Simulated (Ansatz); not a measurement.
## HgTe: uniaxial strain ε_zz = +1.00 %

Take HgTe in the zinc blende structure (space group F-43m, No. 216; a = 6.510 Å) as the base. Axes: x, y, z lie along the cube axes.

Perturbation: the cell is stretched by 1.00 % along z with no lateral relaxation; the atoms relax in the strained cell.

Method: DFT with PBEsol, PAW potentials and a 420 eV plane-wave cutoff in Ansatz (a quantum-chemistry and plane-wave program), without spin-orbit coupling. Γ-centred 9×9×9 mesh, Fermi–Dirac width 0.05 eV.

| quantity | base | changed | shift |
|---|---|---|---|
| volume per atom | 34.48 Å³ | 34.83 Å³ | +0.345 Å³ |
| space group | F-43m (No. 216) | I-4m2 (No. 119) | – |
| shortest interatomic distance | 2.819 Å | 2.828 Å | +0.009 Å |
| energy relative to the base (free energy F) | 0 meV/atom | +0.6 meV/atom | +0.6 meV/atom |
| pressure (mean of the normal stresses, compression positive) | 0.0 GPa | -0.4 GPa | -0.4 GPa |
| band gap | zero | zero | – |
| stress (xx, yy, zz, yz, xz, xy; compression positive) (rough) | – | (-0.4, -0.4, -0.5, 0.0, 0.0, 0.0) GPa | – |

The mesh was chosen for an insulator and is coarse for the gapless case. Without a gap, meshes like the base's 9×9×9 leave anisotropic stresses uncertain by several tenths of a GPa, and small strain energies with them. Spin-orbit coupling, missing from the scalar runs, can matter with Hg and Te. Stability against distortions was not tested. All final runs are without spin polarisation. The zero or small gap of HgTe can change with the level of theory.
